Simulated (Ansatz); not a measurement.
Given:

End structure of a constructed model of the (111) surface of fcc Ni, ferromagnetic, a pseudomorphic layer of Zn in the host's stacking (bottom of the slab: a bare face, its two planes held):

```
CELL_PARAMETERS angstrom
      2.48857     0.00000     0.00000
     -1.24429     2.15517     0.00000
      0.00000     0.00000    28.50000
ATOMIC_POSITIONS crystal
  Ni 0.33333 0.66667 0.28417
  Ni 0.66667 0.33333 0.35546
  Ni 0.00000 0.00000 0.42666
  Ni 0.33333 0.66667 0.49802
  Ni 0.66667 0.33333 0.56924
  Ni 0.00000 0.00000 0.64052
  Zn 0.33333 0.66667 0.71695
```

Set-up: 7 atoms, 12.3 Å thick at the start; mesh 17x17x1; 0.1 eV smearing; dipole correction on; 2 atoms held, the rest relaxed; symmetry of the start imposed; spin-polarised, ending with about 3.6 μB a cell; orders that need a larger cell were not tried, no spin-orbit, no U. It is one candidate, not shown to be the stable structure of the face.

### Question
What is the computed work function of the top face (PBE (Ansatz, a quantum-chemistry and plane-wave program))?

### Answer
4.52 eV
